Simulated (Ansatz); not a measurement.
# What biaxial strain +1.00 %, plane normal [001], relaxed out of plane does to Os

Consider Os in the hcp (Mg type) structure (space group P6_3/mmc, No. 194; a = 2.729 Å, c = 4.309 Å; relaxed with 0.1 eV smearing). Axes: x lies along a and z along c of the hexagonal cell.

It is then changed as follows: biaxial strain +1.00 %, plane normal [001], relaxed out of plane (Cartesian); in-plane vectors clamped, the third vector and the atoms free.

Method: PBEsol in Ansatz (plane waves to 420 eV, PAW, no spin-orbit coupling). Settings: 24×24×14 k-points, 0.1 eV Fermi–Dirac smearing.

| quantity | base | changed | shift |
|---|---|---|---|
| volume per atom | 13.90 Å³ | 14.10 Å³ | +0.20 Å³ |
| space group | P6_3/mmc (No. 194) | P6_3/mmc (No. 194) | – |
| shortest interatomic distance | 2.669 Å | 2.669 Å | 0.000 Å |
| pressure (mean of the normal stresses, compression positive) | 0.0 GPa | -5.6 GPa | -5.6 GPa |
| band gap | zero | zero | – |
| out-of-plane strain | – | -0.54 % | – |
| mean in-plane stress (compression positive) | – | -8.4 GPa | – |

Cost of the whole job for the changed cell (relaxation, final SCF and bands): about 21 core-seconds (a rough figure).

No phonon test of stability was made. All final runs are without spin polarisation.

Ansatz is a quantum-chemistry and plane-wave program.
